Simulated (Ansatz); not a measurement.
Results of PBEsol-D3(BJ) (plane waves, PAW; Ansatz, an electronic-structure program) for L1₂ (Cu3Au-type) Al3Sc.

Input:

Ansatz 0.2 input:
```yaml
crystal:
  lattice:
    - [4.019217055, 0.0, 0.0]
    - [0.0, 4.019217055, 0.0]
    - [0.0, 0.0, 4.019217055]
  atoms:
    - { symbol: Sc, position: [0.0, 0.0, 0.0] }
    - { symbol: Al, position: [0.0, 0.5, 0.5] }
    - { symbol: Al, position: [0.5, 0.0, 0.5] }
    - { symbol: Al, position: [0.5, 0.5, 0.0] }
basis:
  ecutwfc: 520
  ecutrho_ratio: 4
  xc_grid: 2
kpoints:
  mp_grid: { grid: [14, 14, 14] }
hamiltonian:
  xc: pbesol
  dispersion: d3bj
  pseudopotentials: { kind: paw }
scf:
  occupations: { method: fermi_dirac, width: 0.05 }
  convergence: { dr2_threshold: 0.0000000004 }
output:
  forces: true
  stress: true
  eigenvalues: true
```

Output (set-up and result lines):

```
Crystal: 4 atoms, lattice volume = 64.927 Å³
Basis set: ecut = 520 eV, 1743 PW (Γ), exchange–correlation on 60×60×60 points (8 copies of the dense FFT grid, shifted against one another)
Bands: 14, of which v1, the nominal top of the filled ones, is band 10 counted from 1 (9 counted from 0)
Symmetry: 48 space group operations
Space group: Pm-3m (ITA 221), of the structure as read, at distance tolerance 4.0e-5 Å
k-points: 120 of 2744
Functional: x = pbesol(κ = 0.804, μ = 0.12345679012345678), c = pbesol(β = 0.046)
SCF iter   1: F=—  HF=-3688.434113 eV  |F-HF|=—  |Δ(HF+E_count)|=         —  Δρ=3.24e-3  dr2=1.83e-2
SCF iter   2: F=—  HF=-3688.430419 eV  |F-HF|=—  |Δ(HF+E_count)|=   3.69e-3  Δρ=1.99e-3  dr2=6.04e-3
  ...
SCF iter   6: F=—  HF=-3688.428449 eV  |F-HF|=—  |Δ(HF+E_count)|=   1.11e-7  Δρ=2.85e-6  dr2=6.01e-9
SCF iter   7: F=-3688.428449 eV  HF=-3688.428449 eV  |F-HF|=7.32e-11  |Δ(HF+E_count)|=  8.11e-10  Δρ=5.45e-7  dr2=1.71e-10
SCF 1 converged in 7 iterations: F = -3688.428449 eV  dr2 = 1.71e-10
SCF converged after 7 iterations
Free energy (F): -3688.428449 eV
Internal energy: -3688.418358 eV  (E = F + TS)
E sigma→0 (E₀):  -3688.423404 eV
Fermi energy:    9.750764 eV
--- Forces (eV/Å), atoms counted from 1 ---
  atom   1  Sc    -0.00000000    -0.00000000    -0.00000000
  atom   2  Al     0.00000000     0.00000000     0.00000000
  atom   3  Al     0.00000000    -0.00000000     0.00000000
  atom   4  Al     0.00000000     0.00000000     0.00000000
--- Stress (GPa, compression-positive) ---
       -0.000094      -0.000000       0.000000
        0.000000      -0.000094       0.000000
        0.000000       0.000000      -0.000094
  P = ⅓ Tr σ = -0.0001 GPa (-0.001 kbar)
```

The PAW data were made under PBE.
